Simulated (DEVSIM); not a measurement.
System: Si p+/n-/n+ power diode, at 250 K.

```csv
layer (left to right),material,thickness (μm),Nd (cm⁻³),Na (cm⁻³),τn (s),τp (s)
1,Si,0.780,-,2e18,5.3e-6,5.3e-6
2,Si,47.0,2.4e15,-,5.3e-6,5.3e-6
3,Si,8.10,1.5e18,-,5.3e-6,5.3e-6
```

Left contact: ohmic. Right contact: ohmic. Voltage is applied to the left contact. Recombination: SRH at mid-gap, Auger. Mobility is μmin + (μ − μmin)/(1 + (N/Nref)^α).

Constants are typed, rounded textbook-type inputs, not results; the design itself was drawn at random and stands for no fabricated device. Values at 300 K; Nc and Nv go as T^1.5, mobilities as T to minus their exponent, the gap by Varshni's rule with the affinity fixed.

```
parameter               Si
----------------  --------
gap (eV)             1.124
affinity (eV)         4.05
permittivity          11.7
Nc (cm⁻³)          2.86e19
Nv (cm⁻³)           3.1e19
μn (cm²/Vs)           1417
μp (cm²/Vs)            470
μn,min                  52
μp,min                  45
Nref,n              9.7e16
Nref,p              2.2e17
αn                    0.68
αp                    0.72
T exponent of μn       2.3
T exponent of μp       2.2
Cn (cm⁶/s)         2.8e-31
Cp (cm⁶/s)         9.9e-32
Varshni α (eV/K)  0.000473
Varshni β (K)          636
```

DEVSIM, 1D drift-diffusion, Boltzmann statistics, complete ionisation; no tunnelling, impact ionisation, image-force lowering or self-heating.

The doping Na of layer 1 was swept, all else fixed.

```tsv
doping Na of layer 1 (cm^-3)	dark forward voltage at 1 A/cm² (V)	potential step across the device at zero bias (V)	dark forward voltage at 100 A/cm² (V)
6e16	0.710	0.950	0.869
2e17	?	0.976	?
6e17	0.769	0.999	0.895
2e18	0.795	1.025	0.920
6e18	0.808	1.049	0.941
```

Question: Complete the blanks.

Answer: 
- 2e17, dark forward voltage at 1 A/cm² (V): 0.741
- 2e17, dark forward voltage at 100 A/cm² (V): 0.880
